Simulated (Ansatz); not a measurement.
Cell and atoms of amorphous Ta16O39:

```xyz
55
Lattice="9.2021 0.2409 -0.0281 0.2409 9.3770 0.0715 -0.0281 0.0715 9.0955" Properties=species:S:1:pos:R:3 pbc="T T T"
Ta     4.3645     6.1344     8.9683
Ta     1.3381     5.3187     7.3497
Ta     3.3602     1.4272     8.1720
Ta     3.4241     7.7311     6.1541
Ta     3.2270     2.2727     2.6210
Ta     6.7717     3.0343     1.1852
Ta     7.5063     3.3198     6.6070
Ta     8.5784     6.3478     1.5343
Ta     6.3453     6.4966     4.7374
Ta     8.1920     9.3335     5.6753
Ta     2.7942     5.9828     3.1229
Ta     8.9837     0.9909     2.4152
Ta     4.9186     0.8944     4.9991
Ta     6.7720     9.0705     8.7476
Ta     4.3385     4.1083     5.7792
Ta     1.2122     8.4256     8.5182
O      1.5324     0.8198     7.9423
O      1.4184     7.1075     6.7135
O      8.9645     4.4863     7.0695
O      3.9633     0.6072     3.3650
O      2.3557     4.6334     5.9030
O      7.9849     2.6320     2.6612
O      2.6605     5.0786     8.6534
O      3.5065     0.3159     6.3564
O      6.4248     4.9185     5.8824
O      4.4983     5.4501     4.2409
O      5.7848     7.4417     8.5659
O      3.6994     6.6597     1.6503
O      4.8993     0.6192     8.9755
O      5.8444     2.6333     5.6319
O      1.3837     1.6275     2.7949
O      6.8672     2.9423     8.2617
O      5.4433     4.6903     0.4014
O      5.1380     8.0065     5.0560
O      2.7082     4.1324     2.7821
O      7.2151     6.2542     3.1464
O      7.9756     4.6566     1.0633
O      0.9082     8.9606     1.1925
O      7.6440     7.9419     1.1196
O      0.9044     6.1559     2.7099
O      5.2092     2.7000     2.1071
O      8.4696     1.8397     6.0037
O      3.1066     7.9166     8.3098
O      3.7109     2.6514     4.6375
O      8.6182     8.9510     7.6933
O      7.7580     7.4099     5.5794
O      2.6288     7.3780     4.4776
O      3.9189     3.0035     7.3425
O      7.4184     1.1045     0.8518
O      2.9419     2.0958     0.7476
O      9.3100     9.3299     4.0659
O      6.2319     0.2224     6.7190
O      0.4488     6.4479     9.0428
O      6.6432     0.4874     4.2674
O      4.2973     6.0685     6.8558
```

The numbers are results of PBE, scalar-relativistic without spin-orbit coupling (plane waves to 420 eV, PAW; Ansatz, a program for electronic structure), not measurements. The usual formal charges leave 2 electrons over, so the level spacing at the Fermi energy parts defect or band states and needn't be the band gap.

A CHGNet melt-quench gave the starting glass, which DFT then relaxed. O atoms were pushed apart under 1.9 Å during the dynamics, to hinder bonds among them. The hot cell started wider than the set density and was brought back towards it in steps. It is the lowest in DFT energy of 2 quenches. It is a model cell: composition and starting density were chosen by hand, and all elements were melted together. No dispersion term was used. Its density started from a set value of 7.81 and ended at 7.45 g/cm³. The simulated quench (nominally 190 K/ps over its main leg) is rapid and tends to freeze in more defects than a deposited or slowly cooled glass has. Values belong to this one cell and scatter from quench to quench. Volume and shape were free in the relaxation. On a 2×2×2 Γ-centred mesh force components of up to 0.30 eV/Å stay, since the relaxation ran on the zone centre alone.

Neighbours within Ta-Ta 3.12 Å, Ta-O 2.44 Å, O-O 1.58 Å count as bonded. Two cations that share two anions don't count as bonded, nor two that share one unless they lie closer than Ta-Ta 3.04 Å.

Question: Give the coordination numbers, mean bond lengths and angles.

Answer: 
The mean coordination of Ta by anions is 5.69 (7 with 5, 7 with 6, 2 with 7), the mean coordination of O is 2.33 (26 with 2, 13 with 3) and the mean Ta-O bond comes out as 2.008 Å (spread 0.121 Å, 91 counted). The bond angle at Ta comes out as mean 104.4°, spread 28.2° and the bond angle at O is mean 128.3°, spread 21.5°.

Question: List the pairs of like atoms that count as bonded by the rules above.

Answer: There are none by these rules.
